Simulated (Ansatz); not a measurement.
## TiB2: transverse stress against strain

TiB2 (AlB2 type, P6/mmm, 8.371 Å³/atom at rest, c along z) under a strain ε along a direction in the basal plane (axis x), the other axes held. PBEsol in Ansatz, a plane-wave DFT program (PAW, default set), 420 eV, 13×13×10 Γ-centred mesh, Fermi-Dirac smearing 0.05 eV; ions are relaxed within the symmetry of each cell. Stress is positive for a compressed cell.

Here s stands for strain and y for stress zz.

| strain (%) | stress zz (GPa) |
|---|---|
| -1.50 | 1.81 |
| -1.00 | 1.19 |
| -0.50 | 0.59 |
| 0.00 | 0.00 |
| 0.50 | -0.56 |
| 1.00 | -1.10 |
| 1.50 | -1.62 |
| 3.00 | ? |

### Question
Using a straight line, estimate the missing y at s = 3.00 from the other rows, showing the fit.

### Answer
Means: s 0, y 0.044. About the means, the sum of products is -8.0100 and the sum of squares of s is 7.0000; the slope is their ratio. Least squares gives y = 0.044 - 1.1443·s. Residuals (row less fit): 0.050, 0.002, -0.026, -0.044, -0.032, 0.000, 0.052; standard error 0.042 (degrees of freedom: 5). The slope gives the elastic constant C13 = 114 ± 1.6 GPa. At the withheld row, y = 0.044 - 1.1443 × 3.0 = -3.389 GPa. The calculation gives -3.04 GPa, 0.349 GPa above the prediction (7.2 % of the range of y in the table). The row lies outside the fitted rows, so this is an extrapolation. From the scatter of the fitted rows alone, a prediction at this place has a standard error of 0.066 GPa, so the miss is 5.3 times that.

One order more, fitted to all 13 runs of the series, follows each within 0.01, so the miss is the next term of a smooth law. In a metal these values are sensitive to mesh and smearing; energies are taken to zero smearing, stresses follow the free energy. Rows are the converged runs of the series near zero and its far end; series whose fitted rows scatter by over a few per cent of the range, as at a crossing or softening among them, aren't shown in this form. Most that stay on the fit to the last digits aren't either.
